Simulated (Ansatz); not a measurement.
# W in the bcc (W type) structure (space group Im-3m, No. 229)

Space group Im-3m (No. 229); a = 3.1543 Å, b = 3.1543 Å, c = 3.1543 Å, α = 90.00°, β = 90.00°, γ = 90.00°

```json
[
 {"atom": "W", "site": "2a", "symmetry": "m-3m", "x": "0.0000", "y": "0.0000", "z": "0.0000"}
]
```
(The calculation used a cell of 1 atom; values per cell refer to that cell.)

Method: DFT with PBEsol, PAW potentials and a 420 eV plane-wave cutoff in Ansatz (a first-principles code), no spin-orbit coupling. Γ-centred 21×21×21 mesh, Fermi–Dirac width 0.05 eV.

The volume per atom comes out as 15.69 Å³ and the density is 19.45 g/cm³. The band gap is zero and the total energy comes out as -10256.563 eV/atom (σ→0; compares only within this code and set-up).

No phonon test of stability was made. The final runs are not spin-polarised.
